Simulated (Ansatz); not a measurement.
A working Ansatz (a quantum-chemistry and plane-wave program) input for Li₃CrC₃O₉ (Ama2, 32 atoms in the cell) (DFT, LDA (PW92)+U, plane waves, default PAW files made with PBE):

Ansatz 0.2 input:
```yaml
crystal:
  lattice:
    - [9.489760, 0.000000, 0.000000]
    - [0.000000, 4.854935, 3.543840]
    - [0.000000, -4.854935, 3.543840]
  atoms:
    - { symbol: Li, position: [0.000000, 0.050650, 0.050650] }
    - { symbol: Li, position: [0.500000, 0.050650, 0.050650] }
    - { symbol: Li, position: [0.250000, 0.364810, 0.395010] }
    - { symbol: Li, position: [0.750000, 0.395010, 0.364810] }
    - { symbol: Li, position: [0.250000, 0.197620, 0.827500] }
    - { symbol: Li, position: [0.750000, 0.827500, 0.197620] }
    - { symbol: Cr, position: [0.250000, 0.810290, 0.281150], spin: 3.0 }
    - { symbol: Cr, position: [0.750000, 0.281150, 0.810290], spin: 3.0 }
    - { symbol: C, position: [0.983610, 0.559130, 0.125710] }
    - { symbol: C, position: [0.016390, 0.125710, 0.559130] }
    - { symbol: C, position: [0.516390, 0.559130, 0.125710] }
    - { symbol: C, position: [0.483610, 0.125710, 0.559130] }
    - { symbol: C, position: [0.250000, 0.702940, 0.768860] }
    - { symbol: C, position: [0.750000, 0.768860, 0.702940] }
    - { symbol: O, position: [0.943850, 0.748470, 0.097170] }
    - { symbol: O, position: [0.056150, 0.097170, 0.748470] }
    - { symbol: O, position: [0.556150, 0.748470, 0.097170] }
    - { symbol: O, position: [0.443850, 0.097170, 0.748470] }
    - { symbol: O, position: [0.112060, 0.532850, 0.194510] }
    - { symbol: O, position: [0.887940, 0.194510, 0.532850] }
    - { symbol: O, position: [0.387940, 0.532850, 0.194510] }
    - { symbol: O, position: [0.612060, 0.194510, 0.532850] }
    - { symbol: O, position: [0.102750, 0.090260, 0.377360] }
    - { symbol: O, position: [0.897250, 0.377360, 0.090260] }
    - { symbol: O, position: [0.397250, 0.090260, 0.377360] }
    - { symbol: O, position: [0.602750, 0.377360, 0.090260] }
    - { symbol: O, position: [0.250000, 0.778220, 0.590980] }
    - { symbol: O, position: [0.750000, 0.590980, 0.778220] }
    - { symbol: O, position: [0.250000, 0.867790, 0.974390] }
    - { symbol: O, position: [0.750000, 0.974390, 0.867790] }
    - { symbol: O, position: [0.250000, 0.486200, 0.744320] }
    - { symbol: O, position: [0.750000, 0.744320, 0.486200] }
kpoints:
  mp_grid: { grid: [3, 4, 4] }
hamiltonian:
  xc: lda
  pseudopotentials: { kind: paw }
  hubbard: { sites: [{ species: Cr, l: d, u_eff: 3.7 }] }
magnetization:
  spin_polarized: true
scf:
  occupations: { method: gaussian, width: 0.05 }
output:
  forces: true
  eigenvalues: true
  stress: true
```

The run converged in 22 iterations: free energy E − TS (on the zero of these files) -19313.9876 eV; top of the valence band (on the code's own zero) 3.42 eV; gap on the k-point mesh 1.91 eV; pressure -9.77 GPa; largest force (vector length) 0.851 eV/Å; size of the cell's spin moment 6.00 μB. Each of these slips is then made, one at a time:

(1)
```diff
-  mp_grid: { grid: [3, 4, 4] }
+  kgrid: { grid: [3, 4, 4] }
```

(2)
```diff
-  occupations: { method: gaussian, width: 0.05 }
+  occupations: { method: fixed }
```

(3)
```diff
-    - { symbol: Cr, position: [0.250000, 0.810290, 0.281150], spin: 3.0 }
-    - { symbol: Cr, position: [0.750000, 0.281150, 0.810290], spin: 3.0 }
+    - { symbol: Cr, position: [0.250000, 0.810290, 0.281150] }
+    - { symbol: Cr, position: [0.750000, 0.281150, 0.810290] }
-  hubbard: { sites: [{ species: Cr, l: d, u_eff: 3.7 }] }
-magnetization:
-  spin_polarized: true
```

Task: What happens in each case?

Result: 
(1) A keyword that the program does not know. The program stopped before any SCF iteration.
```
Error: YAML parse error: error: line 40 column 3: unknown field `kgrid`, expected one of mp_grid, list, band_path, initial_grid, further_shifts
  --> <input>:40:3
   |
38 |     - { symbol: O, position: [0.750000, 0.744320, 0.486200] }
39 | kpoints:
40 |   kgrid: { grid: [3, 4, 4] }
   |   ^ unknown field `kgrid`, expected one of mp_grid, list, band [...]
```

(2) Fixed occupations in a spin-polarised run with a free moment. The program stopped before any SCF iteration.
```
Error: inconsistent input (scf.occupations.method, magnetization): a σ = 0 step fill (method: fixed, or a smearing width below the step floor) with no hard lock on the total moment puts the same N_el/2 bands in each spin channel, which gives a total moment of zero, but the starting moments sum to +6.0000 μB; make the starting moments (crystal.atoms [...]
```

(3) No spin polarisation for a cell with magnetic atoms. The run converged in 23 iterations without an error; against the sound input the pressure goes from -9.77 to -11.37 GPa, the largest force goes from 0.851 to 0.975 eV/Å, no clean gap remains on the mesh (levels overlap or are partly filled), against 1.91 eV before and the net moment of 0.19 μB/atom is absent without spin. The level of theory differs too (LDA (PW92)), so these shifts are not the slip's alone. The Hubbard term of the aim is missing from this input as well.

The starting cell comes from a database of computed structures (which also holds hypothetical and non-ambient phases and stackings), without a prior relaxation at this level. The magnetic order is the one reached from the typed start; others were not searched systematically. With U or open f shells several self-consistent states can exist. In the base run, with a pressure of about -10 GPa the cell is away from its equilibrium volume at this level. Ansatz's pressure includes its estimate of the finite-basis (Pulay) stress.

Left out of this page: 3 runs of the series with a known weakness of the program.
